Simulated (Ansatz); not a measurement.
BaZrO3 (I4/mcm, No. 140, 10 atoms in the cell; start mp-1019544; a measured phase of this formula has another space group) was calculated with PBE0 (PAW; Ansatz, an electronic-structure program).

From the output:

```
WARN output.stress: scf.exx.energy_threshold = 1e-6 eV is looser than the 1e-7 eV advised for a stress under a hybrid functional (1e-8 eV for each atom of the …
Crystal: 10 atoms, lattice volume = 145.731 Å³
Basis set: ecut = 460 eV, 3287 PW (Γ), exchange–correlation on 90×90×90 points (8 copies of the dense FFT grid, shifted against one another)
Bands: 50, of which v1, the nominal top of the filled ones, is band 40 counted from 1 (39 counted from 0)
Symmetry: 16 space group operations
Space group: I4/mcm (ITA 140), of the structure as read, at distance tolerance 5.3e-5 Å
k-points: 30 of 216
Functional: x = pbe(κ = 0.804, μ = 0.2195149727645171), c = pbe(β = 0.06672455060314922), warm-up for x = 0.75 pbe(κ = 0.804, μ = 0.2195149727645171) + 0.25 exact, c = pbe(β = 0.06672455060314922)
SCF iter   1: F=—  HF=-23689.331977 eV  |F-HF|=—  |Δ(HF+E_count)|=         —  Δρ=1.27e-3  dr2=8.21e-4
SCF iter   2: F=—  HF=-23689.337734 eV  |F-HF|=—  |Δ(HF+E_count)|=   5.76e-3  Δρ=7.83e-4  dr2=5.47e-4
  ...
Crystal: 10 atoms, lattice volume = 145.731 Å³
Initial density: handed on by an earlier stage of this run
Functional: x = 0.75 pbe(κ = 0.804, μ = 0.2195149727645171) + 0.25 exact, c = pbe(β = 0.06672455060314922)
Crystal: 10 atoms, lattice volume = 145.731 Å³
SCF iter   5: F=—  HF=-23700.918078 eV  |F-HF|=—  |Δ(HF+E_count)|=   4.33e-8  Δρ=3.12e-6  dr2=8.06e-9
SCF iter   6: F=-23700.918078 eV  HF=-23700.918078 eV  |F-HF|=1.49e-10  |Δ(HF+E_count)|=   2.00e-9  Δρ=4.96e-7  dr2=5.85e-10
SCF 3 converged in 6 iterations: F = -23700.918078 eV  dr2 = 5.85e-10
Free energy (F): -23700.918078 eV
Internal energy: -23700.918078 eV  (E = F + TS)
E sigma→0 (E₀):  -23700.918078 eV
Fermi energy:    11.253273 eV
--- Forces (eV/Å), atoms counted from 1 ---
  atom   1  Ba     0.00000000     0.00000000     0.00000000
  atom   2  Ba    -0.00000000     0.00000000     0.00000000
  atom   3  Zr     0.00000000     0.00000000     0.00000000
  atom   4  Zr     0.00000000     0.00000000    -0.00000000
  atom   5  O     -0.00000000    -0.00000000     0.00000000
  atom   6  O     -0.00000000     0.00000000     0.00000000
  atom   7  O      0.03350197     0.03350197     0.00000000
  atom   8  O     -0.03350197    -0.03350197     0.00000000
  atom   9  O     -0.03350197     0.03350197    -0.00000000
  atom  10  O      0.03350197    -0.03350197    -0.00000000
--- Stress (GPa, compression-positive) ---
        1.403222       0.000000       0.000000
        0.000000       1.403222       0.000000
       -0.000000      -0.000000       1.438616
  P = ⅓ Tr σ = 1.4150 GPa (14.150 kbar)
```

Question: Write an input file that could have produced this run (the log leaves some choices open).

Answer: This is not unique; one that fits is 
Ansatz 0.2 input:
```yaml
crystal:
  lattice:
    - [-2.9488118321, 2.9488118321, 4.1898570004]
    - [2.9488118321, -2.9488118321, 4.1898570004]
    - [2.9488118321, 2.9488118321, -4.1898570004]
  atoms:
    - { symbol: Ba, position: [0.75, 0.25, 0.5] }
    - { symbol: Ba, position: [0.25, 0.75, 0.5] }
    - { symbol: Zr, position: [0.0, 0.0, 0.0] }
    - { symbol: Zr, position: [0.5, 0.5, 0.0] }
    - { symbol: O, position: [0.75, 0.75, 0.0] }
    - { symbol: O, position: [0.25, 0.25, 0.0] }
    - { symbol: O, position: [0.2263773254, 0.7263773254, 0.9527546509] }
    - { symbol: O, position: [0.7736226746, 0.2736226746, 0.0472453491] }
    - { symbol: O, position: [0.7263773254, 0.7736226746, 0.5] }
    - { symbol: O, position: [0.2736226746, 0.2263773254, 0.5] }
basis:
  ecutwfc: 460
  ecutrho_ratio: 4
  xc_grid: 2
kpoints:
  mp_grid: { grid: [6, 6, 6] }
hamiltonian:
  xc: pbe0
  dispersion: none
  pseudopotentials: { kind: paw }
scf:
  occupations: { method: fermi_dirac, width: 0.01 }
  convergence: { dr2_threshold: 0.000000001 }
output:
  forces: true
  stress: true
  eigenvalues: true
```

The PAW data were made under PBE.

Note: cell and atoms aren't relaxed at this level (largest force component 0.03 eV/Å, pressure 1.4 GPa).

A start named mp-… is a Materials Project structure, which need not be a measured phase.
